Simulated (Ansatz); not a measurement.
Results of r²SCAN in Ansatz (PAW) for TiO₂ (Pbca, No. 61).

Run with plane-wave cutoff 500 eV, 6×6×4 k mesh (along the axes of the cell as run), gaussian smearing 0.02 eV, no spin polarisation, scalar-relativistic PAW data made under PBE.

Computed at the level's own relaxed cell.

Q: What does this level give for the equilibrium volume per atom and band gap?

A: 
equilibrium volume per atom: 10.72 Å³/atom
band gap: 2.74 eV (on the SCF k mesh)

Measured, for comparison: band gap 3.26 eV (temperature not stated, not corrected to a static lattice; as tabulated in Wikipedia's data pages). Computed (rounded) less measured: band gap -0.52 eV.

Note: the relaxation could not lower the start's symmetry, so the cell can be a saddle point above a distorted one.

The computed numbers hold no vibrational or temperature effects.

It cost around 6 core-minutes (rough) of CPU time.

Ansatz is a program for electronic structure.
